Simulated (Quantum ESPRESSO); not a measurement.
**How a calculation on NaI (Fm-3m, 2 atoms in the cell) responds to its settings**

```yaml
crystal:
  lattice:
    - [-3.28464, 0.00000, 3.28464]
    - [0.00000, 3.28464, 3.28464]
    - [-3.28464, 3.28464, 0.00000]
  atoms:
    - { symbol: Na, position: [0.00000, 0.00000, 0.00000] }
    - { symbol: I, position: [0.50000, 0.50000, 0.50000] }
```

Base run A: revPBE, SSSP 1.1.2 efficiency (PBE) pseudopotentials run with Quantum ESPRESSO, self-consistent single point.

Its settings: ecutwfc = 40 Ry; ecutrho = 320 Ry; occupations = smearing; smearing = fermi-dirac; degauss = 0.000734986 Ry; input_dft = revpbe; potentials = {Na: na_pbe_v1.5.uspp.F.UPF, I: I.pbe-n-kjpaw_psl.0.2.UPF}; K_POINTS = automatic 9 9 9 0 0 0; conv_thr = 1e-10 Ry.

The starting cell comes from a database of computed structures (which also holds hypothetical and non-ambient phases and stackings), without a prior relaxation at this level. Its lattice was rescaled by a random factor within 2.5 % of one. Spin-orbit coupling is off.

A dash stands where there is no value to compare (another energy zero or no entropy term, no result, no spin, no clean gap, or a mesh too coarse for one). 

Runs:
- B: vdw_corr: default → grimme-d3; dftd3_version: default → 3; dftd3_threebody: default → false [revPBE-D3(0)]
- C: vdw_corr: default → grimme-d3; dftd3_version: default → 4; dftd3_threebody: default → false [revPBE-D3(BJ)]
- D: vdw_corr: default → grimme-d3; dftd3_version: default → 4; dftd3_threebody: default → true [revPBE-D3(BJ) with three-body term]

| run | pressure (GPa) | gap on the mesh (eV) | dispersion energy (eV/atom) |
|---|---|---|---|
| A | 0.73 | 3.755 | – |
| B | -0.58 | 3.755 | -0.414 |
| C | -1.56 | 3.755 | -0.453 |
| D | -1.45 | 3.755 | -0.442 |

Run B against A: The pressure goes from 0.73 to -0.58 GPa and the gap on the mesh stays at 3.755 eV.

Run D against A: The pressure goes from 0.73 to -1.45 GPa and the gap on the mesh stays at 3.755 eV.
